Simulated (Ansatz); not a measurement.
## Hypothetical rock salt BAs: response to strain

The reference is BAs in the rock salt structure (space group Fm-3m, No. 225; a = 4.569 Å; a hypothetical phase, not in the database extracts checked; relaxed with 0.1 eV smearing). Axes: x, y, z lie along the cube axes.

Strains are applied to the cell and any free atomic positions relax; under biaxial strain the out-of-plane vector relaxes too; under stress the whole cell relaxes.

Computed with PBEsol, PAW, 420 eV (Ansatz, an electronic-structure program; without spin-orbit coupling).

Notes on the quantities. pressure: mean of the normal stresses, compression positive; energy relative to the base: free energy F.

| case | pressure | energy relative to the base | volume per atom |
|---|---|---|---|
| base | 0.0 GPa | 0 meV/atom | 11.92 Å³ |
| biaxial strain +0.68 %, plane normal [001], relaxed out of plane | -1.1 GPa | +0.8 meV/atom | 12.02 Å³ |
| isotropic strain −5.96 % | 38.4 GPa | +0.205 eV/atom | 9.91 Å³ |
| uniaxial strain ε_yy = −1.95 % | 3.0 GPa | +3.6 meV/atom | 11.69 Å³ |
| uniaxial strain ε_yy = +2.21 % | -2.9 GPa | +3.8 meV/atom | 12.18 Å³ |
| uniaxial stress, 8 GPa tension along x | – | +22 meV/atom | 12.26 Å³ |
| tensor shear ε_xz = −3.10 % | 0.1 GPa | +9.1 meV/atom | 11.91 Å³ |

Stability under load was not tested beyond the relaxation. The final runs are not spin-polarised.
